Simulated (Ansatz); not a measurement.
Bond-angle distributions (per cent of the angles at each element, bins of 10°) of a relaxed model of amorphous Zr$_{20}$O$_{41}$Be at 5.24 g/cm³. These are PBE, scalar-relativistic without spin-orbit coupling (plane waves to 420 eV, PAW; Ansatz, an electronic-structure program) values and carry that method's errors.

The cell was made by melting and quenching with the CHGNet potential and then relaxed with DFT. O atoms were pushed apart under 1.9 Å during the dynamics, to hinder bonds among them. The hot cell started wider than the set density and was brought back towards it in steps. It is the lowest in DFT energy of 2 quenches. It is a model cell: composition and starting density were chosen by hand, and all elements were melted together. No dispersion term was used. Its density started from a set value of 5.24 and ended at 5.24 g/cm³. The quench (nominally 450 K/ps over its main leg) was far faster than any real one, so the model tends to hold more defects than a real film. Values belong to this one cell and scatter from quench to quench. The volume was held where the preparation left it and the shape relaxed, at a PBE pressure of 2.3 GPa. Stress components on the final sampling reach 2.3 GPa.

Bonds are counted up to Zr-Zr 3.41 Å, Zr-O 2.58 Å, Zr-Be 2.76 Å, O-O 1.58 Å, O-Be 1.94 Å, Be-Be 2.11 Å. Two cations that share two anions don't count as bonded, nor two that share one unless they lie closer than Zr-Zr 3.32 Å, Zr-Be 2.69 Å, Be-Be 2.05 Å.

```
angle (°)  at Zr  at O
---------  -----  ----
50-60          0     0
60-70          7     0
70-80         26     0
80-90         13     4
90-100        12    19
100-110        9    40
110-120        5    12
120-130        6     5
130-140        7    10
140-150        7     6
150-160        6     4
160-170        2     1
170-180        1     1
```

They go with these counts of neighbours within the cut-offs, cation contacts included: Zr mean 6.5, most often 6; O mean 3.2, most often 3.
